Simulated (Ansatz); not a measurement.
## Pressure series in MgF2

Take MgF₂ in the rutile structure (space group P4_2/mnm, No. 136) as the base.

```xyz
6
Lattice="4.6389 0.0000 0.0000 0.0000 4.6389 0.0000 0.0000 0.0000 3.0624" Properties=species:S:1:pos:R:3 pbc="T T T"
Mg     0.0000     0.0000     0.0000
Mg     2.3194     2.3194     1.5312
F      1.4074     1.4074     0.0000
F      3.7268     0.9120     1.5312
F      0.9120     3.7268     1.5312
F      3.2315     3.2315     0.0000
```

Cell and atoms are relaxed at each pressure.

All numbers come from PBEsol (Ansatz, a first-principles code; PAW; 420 eV plane waves; without spin-orbit coupling).

Candidates:
(a) pressure 4.5 GPa
(b) pressure 2.1 GPa
(c) pressure −1 GPa
(d) pressure 9 GPa

Base values:

| Quantity | Result |
|---|---|
| Band gap | 6.89 eV |

Task: Order them by band gap, highest first.

Result: (d) pressure 9 GPa (7.41 eV), (a) pressure 4.5 GPa (7.17 eV), (b) pressure 2.1 GPa (7.03 eV), (c) pressure −1 GPa (6.82 eV)

Load acts through the strain it causes; cell and atoms are relaxed under it. Stability against distortions was not tested. Competing high-pressure phases were not computed.
